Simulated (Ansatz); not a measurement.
Pressure series in Sn

The reference is Sn in the diamond structure (space group Fd-3m, No. 227; a = 6.656 Å).

Cell and atoms are relaxed at each pressure.

Levels (all Ansatz, a first-principles code, PAW, earlier PAW set): PBE (420 eV, without spin-orbit coupling); r2SCAN (500 eV, without spin-orbit coupling).

The base cell above is that of PBE; each level relaxes its own structures.

```csv
case,"volume per atom, PBE","volume per atom, r2SCAN"
pressure −2 GPa,39.37 Å³,37.38 Å³
pressure −1 GPa,38.00 Å³,?
pressure 3 GPa,34.35 Å³,?
pressure 7 GPa,32.06 Å³,31.36 Å³
pressure 15 GPa,29.10 Å³,28.68 Å³
pressure 30 GPa,25.84 Å³,25.63 Å³
pressure 50 GPa,23.24 Å³,?
pressure 75 GPa,21.14 Å³,?
pressure 100 GPa,19.66 Å³,19.64 Å³
```

Problem. Complete the table.

Solution. 
- pressure −1 GPa, volume per atom, r2SCAN: 36.31 Å³
- pressure 3 GPa, volume per atom, r2SCAN: 33.34 Å³
- pressure 50 GPa, volume per atom, r2SCAN: 23.13 Å³
- pressure 75 GPa, volume per atom, r2SCAN: 21.09 Å³

PBE lies above r2SCAN in every row, by 0.02 Å³ to 1.99 Å³. They put the cases in the same order.

Load acts through the strain it causes; cell and atoms are relaxed under it. No phonon test of stability was made. Tetrahedral semiconductors of this kind turn to denser phases somewhere between about 1 and 50 GPa; those were not computed, so compressed cells here can lie past the real transition.
